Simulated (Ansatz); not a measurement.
# CuI: pressure series

Take CuI in the zinc blende structure (space group F-43m, No. 216; a = 6.0228 Å) as the base.

Cell and atoms are relaxed at each pressure.

Calculations: r2SCAN (Ansatz, an electronic-structure program; PAW; 500 eV plane waves; no spin-orbit coupling).

Computed cases, in order: pressure −2 GPa; pressure −1 GPa; 0 GPa (base); pressure 0.9 GPa; pressure 2.1 GPa; pressure 4.5 GPa; pressure 9 GPa; pressure 15 GPa; pressure 22.5 GPa; pressure 30 GPa.

Task: Between which two neighbouring cases does the gap turn between direct and indirect?

Result: Between pressure 15 GPa (2.37 eV, direct at Γ) and pressure 22.5 GPa (2.30 eV, indirect, Γ → X). The whole series: pressure −2 GPa: 1.52 eV, direct at Γ; pressure −1 GPa: 1.60 eV, direct at Γ; 0 GPa (base): 1.67 eV, direct at Γ; pressure 0.9 GPa: 1.73 eV, direct at Γ; pressure 2.1 GPa: 1.80 eV, direct at Γ; pressure 4.5 GPa: 1.93 eV, direct at Γ; pressure 9 GPa: 2.14 eV, direct at Γ; pressure 15 GPa: 2.37 eV, direct at Γ; pressure 22.5 GPa: 2.30 eV, indirect, Γ → X; pressure 30 GPa: 2.17 eV, indirect, Γ → X.

Spin-orbit coupling, missing from the scalar runs, can matter with I. Load acts through the strain it causes; cell and atoms are relaxed under it. Whether these cells are dynamically stable was not tested. Tetrahedral semiconductors of this kind turn to denser phases somewhere between about 1 and 50 GPa; those were not computed, so compressed cells here can lie past the real transition. The final runs are not spin-polarised.
